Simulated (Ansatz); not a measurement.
The structure below was relaxed with DFT with PBEsol, PAW potentials and a 420 eV plane-wave cutoff in Ansatz (a quantum-chemistry and plane-wave program), no spin-orbit coupling.

```yaml
crystal:
  lattice:
    - [5.74331, -1.56797, 0.00000]
    - [5.74331, 1.56797, 0.00000]
    - [-1.89499, 0.00000, 7.17564]
  atoms:
    - { symbol: Al, position: [0.55772, 0.55772, 0.10991] }
    - { symbol: Al, position: [0.22352, 0.22352, 0.44210] }
    - { symbol: Al, position: [0.88865, 0.88865, 0.77843] }
    - { symbol: Al, position: [0.27880, 0.27880, 0.05462] }
    - { symbol: Ga, position: [0.94424, 0.94424, 0.38720] }
    - { symbol: Ga, position: [0.61167, 0.61167, 0.72299] }
    - { symbol: N, position: [0.76560, 0.76560, 0.90838] }
    - { symbol: N, position: [0.42988, 0.42988, 0.23013] }
    - { symbol: N, position: [0.09899, 0.09899, 0.56712] }
    - { symbol: N, position: [0.15291, 0.15291, 0.18045] }
    - { symbol: N, position: [0.81623, 0.81623, 0.51786] }
    - { symbol: N, position: [0.48220, 0.48220, 0.85040] }
```

Question: Find the space group and the Wyckoff positions.

Answer: Space group Cm (No. 8); a = 11.4866 Å, b = 3.1359 Å, c = 7.4216 Å, α = γ = 90.00°, β = 104.79°

| atom | site | symmetry | x | y | z |
|---|---|---|---|---|---|
| Al | 2a | m | 0.4423 | 0.0000 | 0.8901 |
| Al | 2a | m | 0.2765 | 0.5000 | 0.5579 |
| Al | 2a | m | 0.1114 | 0.0000 | 0.2216 |
| Al | 2a | m | 0.2212 | 0.5000 | 0.9454 |
| Ga | 2a | m | 0.0558 | 0.0000 | 0.6128 |
| Ga | 2a | m | 0.3883 | 0.0000 | 0.2770 |
| N | 2a | m | 0.2344 | 0.0000 | 0.0916 |
| N | 2a | m | 0.0701 | 0.5000 | 0.7699 |
| N | 2a | m | 0.4010 | 0.5000 | 0.4329 |
| N | 2a | m | 0.3471 | 0.5000 | 0.8195 |
| N | 2a | m | 0.1838 | 0.0000 | 0.4821 |
| N | 2a | m | 0.0178 | 0.5000 | 0.1496 |

Question: Describe the coordination.

Answer: The crystal has 24 atoms in its conventional cell. Cell: a = 11.4866 Å, b = 3.1359 Å, c = 7.4216 Å, α = γ = 90.00°, β = 104.79°. Al1 sees 4 N at 1.900–1.907 Å (tetrahedral). Al2 is surrounded by 4 N at 1.893–1.904 Å (tetrahedral). Al3 sees 4 N at 1.899–1.904 Å (tetrahedral). Al4 is surrounded by 4 N at 1.885–1.911 Å (tetrahedral). Ga1 is surrounded by 4 N at 1.932–1.957 Å (tetrahedral). Ga2 has 4 N at 1.932–1.955 Å (tetrahedral). N1 is coordinated by 3 Al at 1.891–1.904 Å and 1 Ga at 1.943 Å (tetrahedral). N2 has 2 Al at 1.885–1.903 Å and 2 Ga at 1.936 Å (tetrahedral). 4 further independent sites are not listed. (Neighbours: up to the widest gap in distance over summed covalent radii, below 1.35, at either atom; cation-cation and far metal-metal contacts left out.)

These are small ordered cells, not random alloys; other orderings at the same x differ. Stability against distortions was not tested. The cell was made from GaN by this change: x(Al) = 0.667, 12 atoms, Cm.
